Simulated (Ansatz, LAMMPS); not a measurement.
Crystalline Ge, 1728 atoms, one frame of classical dynamics at 500 K, cell scaled from the potential's lattice parameter to the PBE one and held

Cell 34.56 × 34.56 × 34.56 Å, Ge1728, 1728 atoms. Prepared with Tersoff's 1989 multicomponent potential (SiCGe.tersoff) in LAMMPS: 30 ps at 500 K at fixed volume, last frame. 

Method: PBE, support functions at accuracy medium on the grid of 370 eV (norm-conserving potentials; Ansatz, a first-principles code).

Basis: localised support functions (accuracy medium) on a full density matrix. k-points: zone centre alone; occupations: Fermi-Dirac, 0.043 eV; spin polarisation not allowed. No spin-orbit coupling.

```yaml
energy of this one frame (with the electrons' smearing term) over the static perfect crystal, per atom: 42 meV/atom
electronic_character_of_the_cell: no gap resolved at this smearing
coordination (neighbours within 2.916 Å): 100.0 % 4-fold
Ge-Ge bonds, mean ± spread: 2.498 ± 0.068 Å
bond angles, mean ± spread: 109.4° ± 3.4°
pressure (static part): 0.47 GPa
cost_of_the_final_run: about 4 core-hours (a rough figure), 12 SCF iterations, 34 GiB
```
